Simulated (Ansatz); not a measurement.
C on the Si site + 1 H (silicon host)

These are PBE, PAW (plane waves to 420 eV; Ansatz, a first-principles code) values and carry that method's errors. A 2×2×2 supercell of 64 sites was used; the energies come from a 2×2×2 shifted sampling of its zone. Sites at the start: the Si site; H antibonding at the dopant. Energies of charged states are corrected for periodic images (point charge plus alignment at distant sites). Dielectric constants: PBE linear response of the host. Host gap at this level: 0.61 eV. A cell of this size leaves errors of a few tenths of an eV. Levels are measured in PBE's own, too narrow, gap. Spin–orbit coupling is left out. Each state is the lowest found from its start.

Formation energies E_f are given with the Fermi level at the valence-band maximum. Chemical conditions: impurity bounded by its compound with the host (Δμ(Si) = 0.00 eV, Δμ(C) = -0.41 eV, Δμ(H) = 0.00 eV, bounded by 6H silicon carbide; H taken from its element, since no compound that bounds it was computed at this level; only phases computed here count, gases as isolated molecules at 0 K). Reference phases: C: graphite, H: H2 molecule in a box, Si: silicon.

```json
[
 {"charge": "+1†", "moment (μB)": "not spin-polarised", "point group": "–", "largest move off a lattice site (Å)": "0.83", "image correction with alignment (eV)": "0.03", "E_f, impurity bounded by its compound with the host (eV)": "–"},
 {"charge": "0", "moment (μB)": "1.0", "point group": "C3v", "largest move off a lattice site (Å)": "0.87", "image correction with alignment (eV)": "0.00", "E_f, impurity bounded by its compound with the host (eV)": "3.02"},
 {"charge": "−1", "moment (μB)": "not spin-polarised", "point group": "C3v", "largest move off a lattice site (Å)": "0.98", "image correction with alignment (eV)": "0.20", "E_f, impurity bounded by its compound with the host (eV)": "3.41"}
]
```

† Not settled in this cell, so no level is given: charge +1: carriers not clearly localised, level within 0.1 eV of a band edge or past it.

Point groups are those of the whole cell at tolerances of 0.03 and 0.1 Å ("near" where only the looser one holds); none is given for unsettled states.

Not the lowest form: the same atoms on another site or from another start ended lower, by 0.59 eV at charge +1; by 0.51 eV at charge 0; by 0.22 eV at charge −1. The levels below are those of this configuration alone.

Transition levels above the valence-band maximum: ε(0/−1) = 0.39 eV.
